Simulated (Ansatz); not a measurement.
A relaxation of cell and atoms of Zr3Si2 (P4/mbm, 10 atoms in the cell) with Ansatz (a first-principles code).

Level of theory: r2SCAN, default PAW files made with PBE (plane waves; Ansatz).

```yaml
crystal:
  lattice:
    - [7.18942, 0.00000, 0.00000]
    - [0.00000, 7.18942, 0.00000]
    - [0.00000, 0.00000, 3.75905]
  atoms:
    - { symbol: Zr, position: [0.17407, 0.67407, 0.50000] }
    - { symbol: Zr, position: [0.82593, 0.32593, 0.50000] }
    - { symbol: Zr, position: [0.32593, 0.17407, 0.50000] }
    - { symbol: Zr, position: [0.67407, 0.82593, 0.50000] }
    - { symbol: Zr, position: [0.00000, 0.00000, 0.00000] }
    - { symbol: Zr, position: [0.50000, 0.50000, 0.00000] }
    - { symbol: Si, position: [0.62185, 0.12185, 0.00000] }
    - { symbol: Si, position: [0.37815, 0.87815, 0.00000] }
    - { symbol: Si, position: [0.87815, 0.62185, 0.00000] }
    - { symbol: Si, position: [0.12185, 0.37815, 0.00000] }
```

Reference input (self-consistent single point, DFT, r2SCAN, plane waves, default PAW files made with PBE): basis.ecutwfc = 500 eV; kpoints.mp_grid.grid = 3 3 6; hamiltonian.xc = r2scan; hamiltonian.pseudopotentials = {kind: paw} (the program's default PAW files); scf.occupations.method = cold; scf.occupations.width = 0.136 eV. This run's input differs from it in these lines:

```diff
@@ -25,2 +25,4 @@
   occupations: { method: cold, width: 0.136 }
+relax:
+  cell: { p_target: "-2.0 GPa" }
 output:
```

Output (repeated stretches shortened):

```
   [... SCF lines of the steps left out ...]
relax step   1: F+E_penalty+E_count = -27735.60392837 eV  Δ(F+E_penalty+E_count) = +0.000e0 eV  max|allowed force component| = 6.555e-2 eV/Å  Δτ_max = 0.0000 Å  P = -4.689 GPa  Ω = 194.297 Å³  (7 SCF iters, dr2 threshold 1.00e-7 eV, accepted)
relax step   2: F+E_penalty+E_count = -27735.64629636 eV  Δ(F+E_penalty+E_count) = -4.237e-2 eV  max|allowed force component| = 1.902e-1 eV/Å  Δτ_max = 0.0345 Å  P = +3.533 GPa  Ω = 183.152 Å³  energy of the carried Pulay correction = +4.921e-3 eV  [...]
   [... lines left out ...]
relax step   5: F+E_penalty+E_count = -27735.69328643 eV  Δ(F+E_penalty+E_count) = +2.801e-4 eV  max|allowed force component| = 1.450e-3 eV/Å  Δτ_max = 0.0013 Å  P = -2.000 GPa  Ω = 190.243 Å³  energy of the carried Pulay correction = +1.757e-3 eV  [...]
relax step   6: F+E_penalty+E_count = -27735.69158393 eV  Δ(F+E_penalty+E_count) = +1.702e-3 eV  max|allowed force component| = 1.425e-3 eV/Å  Δτ_max = 0.0000 Å  P = -2.002 GPa  Ω = 190.243 Å³  stress off target by 5.43e-3 GPa  SCF on the basis [...]
basis re-selected at this cell: Δ(F+E_penalty+E_count) = +1.702e-3 eV, ΔP = -0.002 GPa vs the last step
the relaxation is at rest under the 16 symmetry operations that the run kept from its start: a minimum is not shown …
Stability not checked (fill_not_monotonic)
Free energy (F): -27735.691584 eV
Internal energy: -27735.684911 eV  (E = F + TS)
   [... lines left out ...]
Fermi energy:    13.054609 eV
  cell:  # Å, volume = 190.2431 Å³
   [... lines left out ...]
    - { symbol: Zr, position: [-3.317713323721218e-20, -1.5080515107823455e-21, 0.0] }
    - { symbol: Zr, position: [0.5, 0.5, 0.0] }
    - { symbol: Si, position: [0.6216664169824023, 0.12166641698240241, 0.0] }
    - { symbol: Si, position: [0.37833358301759756, 0.8783335830175976, 0.0] }
    - { symbol: Si, position: [0.8783335830175976, 0.6216664169824023, 0.0] }
    - { symbol: Si, position: [0.12166641698240241, 0.37833358301759756, 0.0] }
```

The run converged. 

Summary of the result:
| Item | Value |
|---|---|
| Free energy E − TS (on the zero of these files) | -27735.6916 eV |
| Fermi level (on the code's own zero) | 13.05 eV |
| Pressure | -2.00 GPa |
| Largest force (vector length) | 0.002 eV/Å |
| Final cell | a = 7.132 Å, b = 7.132 Å, c = 3.741 Å, α = 90.00°, β = 90.00°, γ = 90.00° |
| Final volume per atom | 19.02 Å³ |
| Relaxation steps | 6 |

The starting cell comes from a database of computed structures (which also holds hypothetical and non-ambient phases and stackings), without a prior relaxation at this level. Its lattice was rescaled by a random factor within 2.5 % of one. The relaxation keeps the symmetry of its start, so its end need not be a minimum. Ansatz's pressure includes its estimate of the finite-basis (Pulay) stress.

Cost on one core of a shared machine: roughly 2 min.

Keys are those of Ansatz 0.2.
